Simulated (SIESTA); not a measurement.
A relaxation of cell and atoms of YHg2 (P6/mmm, 3 atoms in the cell) with SIESTA.

Method: GGA PBEsol, numerical atomic orbitals DZP, PseudoDojo PBEsol standard norm-conserving potentials (rewritten from UPF to PSML) in SIESTA.

```
YHg2
1.0
    4.80153     0.00000     0.00000
   -2.40077     4.15825     0.00000
    0.00000     0.00000     3.43464
Y Hg
1 2
Direct
  0.00000   0.00000   0.00000
  0.33333   0.66667   0.50000
  0.66667   0.33333   0.50000
```

Reference input (self-consistent single point, DFT, GGA PBEsol, numerical atomic orbitals DZP, PseudoDojo PBEsol standard norm-conserving potentials (rewritten from UPF to PSML)): XC.functional = GGA; XC.authors = PBEsol; potentials = PseudoDojo PBEsol standard; PAO.BasisSize = DZP; PAO.EnergyShift = 0.01 Ry; MeshCutoff = 300 Ry; kgrid.MonkhorstPack = 9 9 11; OccupationFunction = FD; ElectronicTemperature = 136 meV; MaxSCFIterations = 150; SCF.Mixer.Method = Broyden; SCF.Mixer.Weight = 0.25. This run's input differs from it in these lines:

```diff
@@ -42,2 +42,7 @@
 Diag.ParallelOverK           true
+MD.TypeOfRun                 FIRE
+MD.Steps                     40
+MD.MaxForceTol               0.02 eV/Ang
+MD.VariableCell              true
+MD.MaxStressTol              0.05 GPa
 WriteForces                  true
```

Output (repeated stretches shortened):

```
        iscf     Eharris(eV)        E_KS(eV)     FreeEng(eV)     dDmax    Ef(eV) dHmax(eV)
   scf:    1    -9787.513089   -10035.548089   -10035.770515  3.495333  0.242123 50.075790
   scf:    2   -10182.991126   -10168.193835   -10168.247445  2.796351 -0.503547 10.004665
   scf:    3   -10171.616439   -10170.059162   -10170.129043  0.347994 -0.681328  5.531674
   scf:    4   -10169.835634   -10170.579201   -10170.704013  0.471521 -1.392618  2.261807
   scf:    5   -10171.074191   -10170.875320   -10170.988990  0.109712 -1.273799  0.737770
   [... 3 lines left out ...]
   scf:    9   -10170.919529   -10170.920689   -10171.028119  0.010988 -1.302826  0.014937
   scf:   10   -10170.920848   -10170.920770   -10171.028128  0.000677 -1.303171  0.003630
   scf:   11   -10170.920817   -10170.920794   -10171.028128  0.000225 -1.303132  0.000650
   scf:   12   -10170.920789   -10170.920792   -10171.028128  0.000036 -1.303255  0.000445
SCF Convergence by DM+H criterion
max |DM_out - DM_in|         :     0.0000359594
max |H_out - H_in|      (eV) :     0.0004446707
SCF cycle converged after 12 iterations

Using DM_out to compute the final energy and forces

siesta: E_KS(eV) =           -10170.9208

siesta: E_KS - E_eggbox =    -10170.9208

siesta: Atomic forces (eV/Ang):
     1    0.000000   -0.000000   -0.000000
     2    0.000061   -0.000036    0.000000
     3   -0.000061    0.000036    0.000000
   Tot    0.000000    0.000000    0.000000
   Max    0.000061
   Res    0.000033    sqrt( Sum f_i^2 / 3N )
   Max    0.000061    constrained

Stress tensor Voigt[x,y,z,yz,xz,xy] (kbar):       39.12       39.14       39.99        0.00       -0.00        0.02
(Free)E + p*V (eV/cell)   -10172.7152
Target enthalpy (eV/cell)   -10171.0281

   [... lines left out ...]
siesta: Pressure (static):        -39.41707851  kBar
siesta: Pressure (total):        -39.41707851  kBar
No target stress found, assuming hydrostatic MD.TargetPressure.
Target stress (kBar)
outcell: Cell volume (Ang**3)        :     64.9677
        iscf     Eharris(eV)        E_KS(eV)     FreeEng(eV)     dDmax    Ef(eV) dHmax(eV)
siesta: Pressure (static):         -0.00928231  kBar
siesta: Pressure (total):         -0.00928231  kBar
outcell: Cell volume (Ang**3)        :     64.9677
siesta: FreeEng =    -10171.075256
   [... lines left out ...]
siesta:     0.000138    0.000000   -0.000000
siesta:     0.000000    0.000138   -0.000000
siesta:    -0.000000   -0.000000   -0.000258

siesta: Cell volume =         64.967669 Ang**3

siesta: Pressure (static):
siesta:                Solid            Molecule  Units
siesta:          -0.00000006         -0.00000005  Ry/Bohr**3
siesta:          -0.00000579         -0.00000483  eV/Ang**3
siesta:          -0.00928231         -0.00774303  kBar
```

The run converged. 

Summary of the result:
| Item | Value |
|---|---|
| Free energy E − TS | -10171.0753 eV |
| Fermi level (on the code's own zero) | -1.19 eV |
| Pressure | 0.00 GPa |
| Final cell | a = b = 4.7661 Å, c = 3.3026 Å, α = β = 90.00°, γ = 120.00° |
| Final volume per atom | 21.66 Å³ |
| Relaxation steps | 30 |

The starting cell comes from a database of computed structures (which also holds hypothetical and non-ambient phases and stackings), without a prior relaxation at this level. Its lattice was rescaled by a random factor within 2.5 % of one. Values carry the incompleteness of an atom-centred basis.

Cost on one core of a shared machine: roughly 10 min.
